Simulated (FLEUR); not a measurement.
Troubleshooting FLEUR: a failed run on Ho2CF2 (P-3m1, 5 atoms in the cell). The aim is a self-consistent single point with DFT, PBEsol, all-electron FLAPW (FLEUR), scalar-relativistic valence.

Cell that was meant: a = 3.6320 Å, b = 3.6320 Å, c = 6.2698 Å, α = 90.00°, β = 90.00°, γ = 120.00°.

Part of the input:

```xml
   </cell>
   <atomSpecies>
      <species name="Holmium (H4.000" element="Ho" atomicNumber="67">
         <mtSphere radius="3.19" gridPoints="919" logIncrement="0.014"/>
         <atomicCutoffs lmax="10" lnonsphr="8"/>
         <electronConfig flipSpins="F">
            <coreConfig>(1s1/2) (2s1/2) (2p1/2) (2p3/2) (3s1/2) (3p1/2) (3p3/2) (4s1/2) (3d3/2) (3d5/2) (4p1/2) (4p3/2) (4d3/2) (4d5/2)</coreConfig>
[...]
         <lo type="SCLO" l="1" n="5" eDeriv="0"/>
      </species>
      <species name="Carbon (C)" element="C" atomicNumber="6">
         <mtSphere radius="2.06" gridPoints="595" logIncrement="0.018"/>
         <atomicCutoffs lmax="8" lnonsphr="6"/>
         <electronConfig flipSpins="F">
            <coreConfig>(1s1/2)</coreConfig>
[...]
         <energyParameters s="2" p="2" d="3" f="4"/>
      </species>
      <species name="Fluorine (F)" element="F" atomicNumber="9">
         <mtSphere radius="1.80" gridPoints="519" logIncrement="0.021"/>
         <atomicCutoffs lmax="6" lnonsphr="4"/>
         <electronConfig flipSpins="F">
            <coreConfig>(1s1/2)</coreConfig>
```

The program printed (abridged):

```
      Welcome to FLEUR        (www.flapw.de)
      MaX-Release 8.1          (www.max-centre.eu)
**************FLEUR-Error*****************
Error message: Overlapping MT-radii of two neighbours detected.
Error occurred in subroutine: chkmt
Error from PE:0/1
 Last known location:
```

Question: Read the log: what does the program object to, and what is the fix?

Answer: The fault is overlapping muffin-tin spheres. The method divides space into non-overlapping spheres and the region between them. To fix it, shrink the radii. The program stopped before any SCF iteration.

The sound input it was made from differs as follows (other fixes are possible):
```diff
-         <mtSphere radius="3.19" gridPoints="919" logIncrement="0.014"/>
+         <mtSphere radius="2.66" gridPoints="919" logIncrement="0.014"/>
-         <mtSphere radius="2.06" gridPoints="595" logIncrement="0.018"/>
+         <mtSphere radius="1.72" gridPoints="595" logIncrement="0.018"/>
-         <mtSphere radius="1.80" gridPoints="519" logIncrement="0.021"/>
+         <mtSphere radius="1.50" gridPoints="519" logIncrement="0.021"/>
```

With that input, the run converged in 45 iterations: total energy -693517.4043 eV; Fermi level (on the code's own zero) 9.91 eV; size of the cell's spin moment 8.00 μB; site moments (μB, in the program's spheres or projections) Ho 3.79, Ho 3.79, C 0.22, F 0.02, F 0.02 (DFT, PBEsol, all-electron FLAPW (FLEUR), scalar-relativistic valence).

On the sound input: the starting cell comes from a database of computed structures (which also holds hypothetical and non-ambient phases and stackings), without a prior relaxation at this level. The magnetic order is the one reached from the typed start; others were not searched systematically. With U or open f shells several self-consistent states can exist. The f electrons are in the valence without U or exact exchange, which can misplace them near the Fermi level. Spin-orbit terms, which matter for f shells, are left out. Values depend on the basis (sphere radii, cutoffs, local orbitals), which need not be converged.
